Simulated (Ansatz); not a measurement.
Abridged Ansatz (a first-principles code) output:

```
Relaxation: its limit of steps is 60 (relax.max_steps)
Pseudopotential: Mo, paw, valence charge 14
Pseudopotential: S, paw, valence charge 6
Crystal: 6 atoms, lattice volume = 84.834 Å³
Basis set: ecut = 420 eV, 1621 PW (Γ), exchange–correlation on 48×48×150 points (8 copies of the dense FFT grid, shifted against one another)
Bands: 32, of which v1, the nominal top of the filled ones, is band 26 counted from 1 (25 counted from 0)
Symmetry: 24 space group operations
k-points: 38 of 432
Functional: x = pbe(κ = 0.804, μ = 0.2195149727645171), c = pbe(β = 0.06672455060314922)
SCF iter   1: F=—  HF=-13528.716679 eV  |F-HF|=—  |Δ(HF+E_count)|=         —  Δρ=6.24e-2  dr2=4.79e0  ethr=3.10e-3  ⟨swp⟩=8.7  Hψ=6716  notcnv=0
SCF iter   2: F=—  HF=-13527.558137 eV  |F-HF|=—  |Δ(HF+E_count)|=    1.16e0  Δρ=3.36e-2  dr2=1.42e0  ethr=3.10e-3  ⟨swp⟩=2.5  Hψ=2294  notcnv=0  defer=25
SCF 1 converged in 8 iterations: F = -13527.140916 eV  dr2 = 3.65e-9
relax step   1: F+E_penalty+E_count = -13527.14091587 eV  Δ(F+E_penalty+E_count) = +0.000e0 eV  max|allowed force component| = 3.383e-4 eV/Å  Δτ_max = 0.0000 Å  P = +22.497 GPa  Ω = 84.834 Å³  (8 SCF iters, dr2 threshold 1.00e-7 eV, accepted)
[... steps on the carried basis left out ...]
relax step   7: F+E_penalty+E_count = -13526.61490376 eV  Δ(F+E_penalty+E_count) = +8.782e-4 eV  max|allowed force component| = 6.308e-5 eV/Å  Δτ_max = 0.0000 Å  P = +29.998 GPa  Ω = 81.610 Å³  stress off target by 2.40e-3 GPa  SCF on the basis re-selected at this cell (its energy is not comparable with the rows above)  (6 SCF iters)
SCF converged after 6 iterations
Free energy (F): -13526.614904 eV
Internal energy: -13526.612867 eV  (E = F + TS)
E sigma→0 (E₀):  -13526.613885 eV
Entropy (-TS):   -0.002037 eV (-0.340 meV/atom)
Fermi energy:    16.340334 eV
  E_disp       = -3.382056  (pairwise vdW)
--- Forces (eV/Å), atoms counted from 1 ---
  atom   1  Mo    -0.00000000     0.00000000    -0.00000000
  atom   2  Mo     0.00000000    -0.00000000     0.00000000
  atom   3  S     -0.00000000    -0.00000000    -0.00006308
  atom   4  S     -0.00000000     0.00000000    -0.00006308
  atom   5  S      0.00000000     0.00000000     0.00006308
  atom   6  S      0.00000000    -0.00000000     0.00006308
--- Stress (GPa, compression-positive) ---
       29.997596       0.000000       0.000000
       -0.000000      29.997596       0.000000
        0.000000       0.000000      29.998559
  P = ⅓ Tr σ = 29.9979 GPa (299.979 kbar)
--- Relaxed structure (6 steps of the walk, 5 accepted, 1 SCFs on fresh bases) ---
  cell:  # Å, volume = 81.6096 Å³
    - [2.96383757240168, -8.415681884854183e-33, 1.4621599305665124e-18]
    - [-1.48191878620084, 2.5667586303906558, -7.310799652832554e-19]
    - [5.303043022391839e-18, 3.179746740836872e-33, 10.727581256611831]
  atoms:
    - { symbol: Mo, position: [0.3333333333333333, 0.6666666666666666, 0.25] }
    - { symbol: Mo, position: [0.6666666666666666, 0.3333333333333333, 0.7500000000000001] }
    - { symbol: S, position: [0.3333333333333333, 0.6666666666666666, 0.6025769064004646] }
    - { symbol: S, position: [0.6666666666666666, 0.3333333333333333, 0.1025769064004645] }
    - { symbol: S, position: [0.6666666666666666, 0.3333333333333333, 0.3974230935995355] }
    - { symbol: S, position: [0.3333333333333333, 0.6666666666666666, 0.8974230935995355] }
```

Question: What was computed, and what are the main results?

Answer: MoS2, 6 atoms in the cell, with PBE-D3(BJ) (Ansatz, PAW, scalar-relativistic without spin-orbit coupling), earlier PAW set, from a series relaxed to a target (pressure 30 GPa). The last SCF converged to F = -13526.614904 eV, or -2254.4358 eV per atom, at a pressure of 30.00 GPa. The total energy compares only with runs of the same code, potentials and settings.

A case with no gap was solved on a k-mesh chosen for an insulator, which is coarse for it. Load acts through the strain it causes; cell and atoms are relaxed under it. Whether these cells are dynamically stable was not tested. Competing high-pressure phases were not computed. The final runs are not spin-polarised. The cell was made from MoS2 in the 2H-MoS2 type structure (space group P6_3/mmc, No. 194; layered, stacked along the Cartesian z axis) by this change: pressure 30 GPa.

Keys are those of Ansatz 0.2.
